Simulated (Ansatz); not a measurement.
The starting structures come from a database of crystals and need not be the phases stable at ambient conditions.

Tunnelling through a barrier is set by its complex band structure: the current falls as exp(−2κd) with the smallest κ.

```
Cs2GaNaF6
1.0
    6.34528     0.00000     0.00000
    3.17264    10.44166     0.00000
    3.17264     0.96399     5.40996
Cs Na Ga F
4 2 2 12
Cartesian
  3.17264   1.89453   1.52300
  9.51792   9.51113   3.88696
  3.17264   6.55494   0.69257
  9.51792   4.85071   4.71739
  6.34528   2.75842   3.22964
  6.34528   8.64724   2.18032
  0.00000   0.00000   0.00000
  6.34528   5.70283   2.70498
  6.34528   1.37165   1.38019
  6.34528  10.03400   4.02977
  8.13279   1.91477   4.42824
  4.55777   9.49088   0.98172
  4.55777   1.91477   4.42824
  8.13279   9.49088   0.98172
  6.34528   6.57543   0.97450
  6.34528   4.83022   4.43546
  7.68812   6.98344   3.26429
  5.00244   4.42221   2.14567
  5.00244   6.98344   3.26429
  7.68812   4.42221   2.14567
```

Space group of this cell: R-3m. The cell is taken as given; by PBEsol its mean pressure is -2.7 GPa.

Transport runs along the normal of the first two printed cell vectors, the (101) plane of the conventional cell.

No gap correction and no spin-orbit coupling; mid-gap values are interpolated between computed energies.

Q: Predict the band gap and the smallest decay constant κ at mid-gap from PBEsol run with Ansatz (a quantum-chemistry and plane-wave program).

A: Gap 5.85 eV on a 6×6×6 mesh; κ = 0.455 1/Å, at the zone centre.
